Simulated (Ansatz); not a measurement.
Start from SiO₂ in the rutile structure (space group P4_2/mnm, No. 136; a = 4.1945 Å, c = 2.6785 Å). Axes: x, y, z lie along a, b, c of the conventional cell.

Structures relaxed with plane-wave PAW DFT at the PBEsol level (Ansatz, a program for electronic structure, 420 eV), no spin-orbit coupling.

Base:

Simulated powder pattern, Cu Kα, λ = 1.54184 Å (kinematic, ideal powder, no thermal factors, no anomalous dispersion; the 10 strongest lines at most, above 2 %, up to 2θ = 90°):

| 2θ (°) | I/Imax (%) | hkl |
|---|---|---|
| 30.13 | 100 | (110) |
| 39.94 | 25 | (101) |
| 45.64 | 41 | (111) |
| 48.53 | 15 | (210) |
| 60.23 | 61 | (211) |
| 62.64 | 20 | (220) |
| 70.29 | 11 | (002) |
| 71.07 | 6.5 | (310) |
| 76.92 | 28 | (301) |
| 78.34 | 11 | (112) |

One thing is altered: biaxial strain −3.00 %, plane normal [001], relaxed out of plane (Cartesian); in-plane vectors clamped, the third vector and the atoms free.

Predict the new powder pattern.


Simulated powder pattern, Cu Kα, λ = 1.54184 Å (kinematic, ideal powder, no thermal factors, no anomalous dispersion; the 10 strongest lines at most, above 2 %, up to 2θ = 90°):

```tsv
2θ (°)	I/Imax (%)	hkl
31.09	100	(110)
39.81	29	(101)
45.87	46	(111)
50.13	14	(210)
61.25	64	(211)
64.81	21	(220)
68.92	13	(002)
73.62	7.0	(310)
77.52	12	(112)
78.83	29	(301)
```

The indices refer to the base's conventional cell; one index is shown for lines that coincide.

No phonon test of stability was made.
